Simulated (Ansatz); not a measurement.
# TlBr under a change: tensor shear ε_xy = +1.43 %

Take TlBr in the CsCl type structure (space group Pm-3m, No. 221; a = 3.915 Å) as the base. Axes: x, y, z lie along the cube axes.

One thing is altered: a pure shear with ε_xy = ε_yx = 0.0143, atoms relaxed at fixed cell.

Level of theory: Ansatz (a quantum-chemistry and plane-wave program) PBEsol, no SOC. Settings: 9×9×9 k-points, 0.05 eV Fermi–Dirac smearing.

```csv
quantity,base,changed,shift
volume per atom,29.99 Å³,29.99 Å³,-0.006 Å³
shortest interatomic distance,3.390 Å,3.358 Å,-0.032 Å
energy relative to the base (free energy F),0 meV/atom,+0.8 meV/atom,+0.8 meV/atom
"pressure (mean of the normal stresses, compression positive)",0.00 GPa,0.03 GPa,+0.03 GPa
band gap,1.59 eV,1.58 eV,-0.01 eV
gap character,–,direct at S,–
electron mass,"0.14 mₑ along k, 0.20 mₑ across (at X)","0.14 mₑ along k, 0.20 mₑ across (at X)",–
hole mass,"0.20 mₑ along k, 0.43 mₑ across (at X)","0.19 mₑ along x, 0.46 mₑ along y, 0.43 mₑ along z (at X)",–
"valley order (the lowest conduction-band minima on the path, energy above the VBM, named in the base's zone)",X along ⟨100⟩ 1.59 eV; R along ⟨111⟩ 1.81 eV,X along [100] 1.58 eV; X along [001] 1.58 eV; R along [111] 1.72 eV,–
"stress (xx, yy, zz, yz, xz, xy; compression positive)",–,"(0.02, 0.02, 0.04, 0.00, 0.00, -0.29) GPa",–
```

With Tl present, leaving out spin-orbit coupling can change the band edges. The cells carry an imposed strain or load. Effective masses come from finite differences of ±0.01 Å⁻¹. Along k means along the line from Γ to the band edge. Whether these cells are dynamically stable was not tested. k-point labels follow each cell's own Brillouin zone.
